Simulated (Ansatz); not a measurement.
# Relaxation of the atoms of TiO2 (I4/m, 12 atoms in the cell) at several settings

```
TiO2
1.0
   -4.35076     4.35076     1.88756
    4.35076    -4.35076     1.88756
    4.35076     4.35076    -1.88756
Ti O
4 8
Direct
  0.29228   0.00286   0.29514
  0.70772   0.99714   0.70486
  0.00286   0.70772   0.71058
  0.99714   0.29228   0.28942
  0.49886   0.15078   0.64964
  0.50114   0.84922   0.35036
  0.15078   0.50114   0.65192
  0.84922   0.49886   0.34808
  0.16166   0.84040   0.00206
  0.83834   0.15960   0.99794
  0.84040   0.83834   0.67874
  0.15960   0.16166   0.32126
```

Base: r2SCAN, default PAW files made with PBE (Ansatz, an electronic-structure program). Its settings: kpoints.mp_grid.grid = 4 4 4; hamiltonian.xc = r2scan; hamiltonian.pseudopotentials = {kind: paw} (the program's default PAW files); scf.occupations.method = fixed. Starting volume 11.91 Å³ per atom.

Each line gives the change from the base single point and the result:

- atoms moved at random; relax: default → atoms; relax.f_tol: default → 0.03 eV/Å: pressure -0.91 GPa; largest force (vector length) 0.014 eV/Å; relaxation steps 11; free energy against the base single point -0.5 meV/atom.
- atoms moved at random; relax: default → atoms; relax.f_tol: default → 0.005 eV/Å: pressure -0.92 GPa; largest force (vector length) 0.001 eV/Å; relaxation steps 15; free energy against the base single point -0.5 meV/atom.
- atoms moved at random; relax: default → atoms; relax.f_tol: default → 0.1 eV/Å: pressure -0.96 GPa; largest force (vector length) 0.051 eV/Å; relaxation steps 4; free energy against the base single point -0.5 meV/atom.

The starting cell comes from a database of computed structures (which also holds hypothetical and non-ambient phases and stackings), without a prior relaxation at this level. Ansatz's pressure includes its estimate of the finite-basis (Pulay) stress.

Keys are those of Ansatz 0.2.
